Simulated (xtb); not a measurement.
xtb 6.7.1, GFN1-xTB: dimethoxyethane (COCCOC), 16 atoms. The geometry is a generated start, not checked to be a minimum at this level.

```json
{
  "run_flags": "--grad",
  "method": "GFN1-xTB",
  "--acc": "1 (default)",
  "--etemp (K)": "300 (default)",
  "basis_functions": "44",
  "valence_electrons": "38"
}
```

```xyz
16

C      2.7153     0.6884    -0.0220
O      1.4395     0.3366     0.4427
C      0.7271    -0.4624    -0.4668
C     -0.6764    -0.7060     0.0734
O     -1.4788     0.4138    -0.2026
C     -2.7606     0.3204     0.3597
H      3.3351    -0.2018    -0.1985
H      3.1731     1.3009     0.7525
H      2.6572     1.2626    -0.9549
H      1.2422    -1.4281    -0.6047
H      0.6509     0.0366    -1.4441
H     -1.1034    -1.6040    -0.4018
H     -0.6144    -0.8787     1.1578
H     -3.3105    -0.5414    -0.0426
H     -2.7120     0.2246     1.4522
H     -3.2845     1.2383     0.0996
```

One run each on 1 thread. Values of broydamp tried: 0.02, 0.05, 0.1, 0.2, 0.4 (default), 0.6, 0.8, 1.

Task: Predict the course of the SCC iterations along this series.

Result: Fewest SCC iterations, within one of each other: 0.4 (default) with 8, 0.6 with 8, 0.8 with 9. The count rises to 16 at 0.02. All converge to one solution.

| broydamp | SCC iterations | end |
|---|---|---|
| 0.02 | 16 | same solution |
| 0.05 | 15 | same solution |
| 0.1 | 13 | same solution |
| 0.2 | 10 | same solution |
| 0.4 (default) | 8 | same solution |
| 0.6 | 8 | same solution |
| 0.8 | 9 | same solution |
| 1 | 10 | same solution |
